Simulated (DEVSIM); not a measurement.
System: abrupt Si p-n junction, at 300 K.

Layer 1 from the left is Si, thickness (μm) 82.0, Na (cm⁻³) 6.2e16, τn (s) 1.6e-6, τp (s) 1.6e-6. Layer 2 from the left is Si, thickness (μm) 4.40, Nd (cm⁻³) 3.4e14, τn (s) 1.6e-6, τp (s) 1.6e-6.

Left contact: ohmic. Right contact: ohmic. Voltage is applied to the left contact. Recombination: SRH at mid-gap. Mobility is μmin + (μ − μmin)/(1 + (N/Nref)^α).

Constants are typed, rounded textbook-type inputs, not results; the design itself was drawn at random and stands for no fabricated device. Values at 300 K.

Si: gap (eV) 1.124, affinity (eV) 4.05, permittivity 11.7, Nc (cm⁻³) 2.86e19, Nv (cm⁻³) 3.1e19, μn (cm²/Vs) 1417, μp (cm²/Vs) 470, μn,min 52, μp,min 45, Nref,n 9.7e16, Nref,p 2.2e17, αn 0.68, αp 0.72.

Model (solved in DEVSIM): 1D drift-diffusion, Boltzmann statistics, complete ionisation; no tunnelling, impact ionisation, image-force lowering or self-heating.

Dark forward current:

| |V| (V) | |J| (A/cm²) |
|---|---|
| 0.05 | 3.030e-8 |
| 0.10 | 1.642e-7 |
| 0.15 | 8.919e-7 |
| 0.20 | 5.314e-6 |
| 0.25 | 3.372e-5 |
| 0.30 | 0.0002207 |
| 0.35 | 0.001462 |
| 0.40 | 0.009675 |
| 0.45 | 0.06265 |
| 0.50 | 0.3682 |
| 0.55 | 1.665 |
| 0.60 | 5.245 |
| 0.65 | 12.05 |
| 0.70 | 22.07 |
| 0.75 | 34.75 |
| 0.80 | 49.60 |
| 0.85 | 66.38 |
| 0.90 | 85.02 |
| 0.95 | 105.6 |
| 1.00 | 128.2 |
| 1.05 | 153.1 |
| 1.10 | 180.3 |
| 1.15 | 210.1 |
| 1.20 | 242.5 |
| 1.25 | 277.6 |
| 1.30 | 315.6 |

Task: Work out the local ideality factor n = ΔV / (kT/q · ln(J2/J1)) between the rows 0.15 and 0.20 V, 0.30 and 0.35 V, 1.25 and 1.30 V.

Result: kT/q = 25.85 mV. From 0.15 to 0.20 V: ln(5.314e-6/8.919e-7) = 1.785, n = 1.08, near the 1 of diffusion or emission over a barrier. From 0.30 to 0.35 V: ln(0.001462/0.0002207) = 1.891, n = 1.02, near the 1 of diffusion or emission over a barrier. From 1.25 to 1.30 V: ln(315.6/277.6) = 0.128, n = 15.08.

Task: Estimate the current at 0.30 V from the Shockley equation with J0 = Σ q ni² D/(N L) coth(W/L), τ joining the SRH, radiative and Auger lifetimes that are on, and W taken as the whole layer.

Result: ni² = 1.16e20 cm⁻⁶; electrons in the p layer: μ = 838 cm²/Vs, D = 21.7 cm²/s, τ = 1.60e-6 s, L = 58.9 μm, W/L = 1.4, term 1.25e-12 A/cm²; holes in the n layer: μ = 466 cm²/Vs, D = 12.0 cm²/s, τ = 1.60e-6 s, L = 43.9 μm, W/L = 0.10, term 1.50e-9 A/cm². J0 = 1.50e-9 A/cm², and J = J0 exp(qV/kT) = 0.000165 A/cm². The simulation gives 0.000221 A/cm²; the estimate lies 25 % below. The estimate leaves out recombination in the depletion region and that region's share of W.
